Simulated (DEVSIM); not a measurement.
Device: Mo/SiO2/n-Si capacitor, at 300 K.

```csv
layer (left to right),material,thickness (nm),Nd (cm⁻³)
1,SiO2,17.0,-
2,Si,1000,3.3e17
```

Metal gate on the left, work function 4.6 eV. Fixed charge at the semiconductor interface 1.7e11 cm⁻² (in units of +e); no interface traps.

Constants are typed, rounded textbook-type inputs, not results; the design itself was drawn at random and stands for no fabricated device. Values at 300 K.

| parameter | SiO2 | Si |
|---|---|---|
| gap (eV) | 9 | 1.124 |
| affinity (eV) | 0.9 | 4.05 |
| permittivity | 3.9 | 11.7 |
| Nc (cm⁻³) | - | 2.86e19 |
| Nv (cm⁻³) | - | 3.1e19 |

Model (solved in DEVSIM): 1D Poisson equation in equilibrium, Boltzmann statistics, complete ionisation; no quantum confinement or tunnelling. Metal contacts follow the ideal Schottky-Mott rule: no Fermi-level pinning, no interface dipoles.

**Question.** Give the band bending (positive: bands bend down) and minority sheet density.

**Answer.** 
```json
[
 {"Vg (V)": "-3.6", "ψs (V)": "-1.006", "minority carriers (cm⁻²)": "1.6e12"},
 {"Vg (V)": "-3", "ψs (V)": "-0.987", "minority carriers (cm⁻²)": "9.2e11"},
 {"Vg (V)": "-2.4", "ψs (V)": "-0.948", "minority carriers (cm⁻²)": "2.4e11"},
 {"Vg (V)": "-1.8", "ψs (V)": "-0.732", "minority carriers (cm⁻²)": "< 1e8"},
 {"Vg (V)": "-1.2", "ψs (V)": "-0.445", "minority carriers (cm⁻²)": "< 1e8"},
 {"Vg (V)": "-0.6", "ψs (V)": "-0.207", "minority carriers (cm⁻²)": "< 1e8"},
 {"Vg (V)": "0", "ψs (V)": "-0.046", "minority carriers (cm⁻²)": "< 1e8"},
 {"Vg (V)": "0.6", "ψs (V)": "0.030", "minority carriers (cm⁻²)": "< 1e8"},
 {"Vg (V)": "1.2", "ψs (V)": "0.068", "minority carriers (cm⁻²)": "< 1e8"},
 {"Vg (V)": "1.8", "ψs (V)": "0.091", "minority carriers (cm⁻²)": "< 1e8"},
 {"Vg (V)": "2.4", "ψs (V)": "0.107", "minority carriers (cm⁻²)": "< 1e8"}
]
```
